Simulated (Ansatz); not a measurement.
Base system: BeS (space group P4/nmm, No. 129; a = 3.4521 Å, c = 5.6208 Å; a hypothetical phase, not in the database extracts checked; layered, stacked along the Cartesian z axis). Axes: x, y, z lie along a, b, c of the conventional cell.

It is then changed as follows: tensile biaxial strain of 1.45 % in the plane normal to [001], as in epitaxy on a mismatched substrate; the out-of-plane cell vector and the atoms relax.

Levels (all Ansatz, a first-principles code, PAW): PBEsol (420 eV, scalar-relativistic without spin-orbit coupling); HSE06 (420 eV, without spin-orbit coupling).

The geometry is relaxed with PBEsol.

| Item | Result |
|---|---|
| PBEsol lowest conduction level above the VBM at special points | Γ 3.40 eV; Z 3.69 eV; M 4.20 eV |

With HSE06 at the same geometry, the lowest conduction level above the VBM at special points changes from Γ 3.40 eV; Z 3.69 eV; M 4.20 eV to Γ 4.51 eV; Z 4.83 eV; M 5.31 eV.

Single points use the geometry relaxed with PBEsol. HSE06 gaps are upper bounds (no full band path). The levels and masses belong to the bands next to the band gap. Stability against distortions was not tested. The base started in Pnma and relaxed to P4/nmm at this level. No dispersion term is included in the PBEsol runs.
